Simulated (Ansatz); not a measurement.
A computed series for Cs2AgBiBr6: response to strain

Base system: Cs2AgBiBr6 (space group Fm-3m, No. 225; a = 11.3430 Å). Axes: x, y, z lie along the cube axes.

Strains are applied to the cell and any free atomic positions relax; under biaxial strain the out-of-plane vector relaxes too.

Computed with r2SCAN (Ansatz, a program for electronic structure; PAW; 500 eV plane waves; no SOC).

Candidates:
(a) isotropic strain −3.34 %
(b) strain tensor (xx, yy, zz, yz, xz, xy) = (+1.88, +1.91, +0.97, +0.44, −1.18, −0.85) %
(c) biaxial strain −4.07 %, plane normal [001], relaxed out of plane

Notes on the quantities. energy relative to the base: free energy F.

Question: Order them by energy relative to the base, lowest first.

Answer: (b) strain tensor (xx, yy, zz, yz, xz, xy) = (+1.88, +1.91, +0.97, +0.44, −1.18, −0.85) % (+6.7 meV/atom), (c) biaxial strain −4.07 %, plane normal [001], relaxed out of plane (+22 meV/atom), (a) isotropic strain −3.34 % (+33 meV/atom)

No phonon test of stability was made.
